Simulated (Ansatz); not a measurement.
For InSe (P-6m2, No. 187; structure not from a measured cell), PBEsol (Ansatz, a first-principles code, plane waves, PAW) gives:

| Quantity | Value |
|---|---|
| lattice constant a | 4.009 Å |
| c axis length | 16.853 Å |

Problem. What does r²SCAN-D4 in Ansatz (PAW) give for the same quantities?

Solution. 
- lattice constant a: 4.028 Å (increases by 0.5 %)
- lattice parameter c: 16.980 Å (grows by 0.8 %)

Changes are worked out from the printed values.

Unless a cell is named, each level is at its own relaxed cell (PBEsol 29.32, r²SCAN-D4 29.83 Å³/atom).

Caveats: the relaxation could not lower the start's symmetry, so the cell can be a saddle point above a distorted one (PBEsol, r²SCAN-D4). Ansatz's density-functional and Hartree–Fock values are scalar-relativistic unless marked +SOC, with PAW data made under PBE.
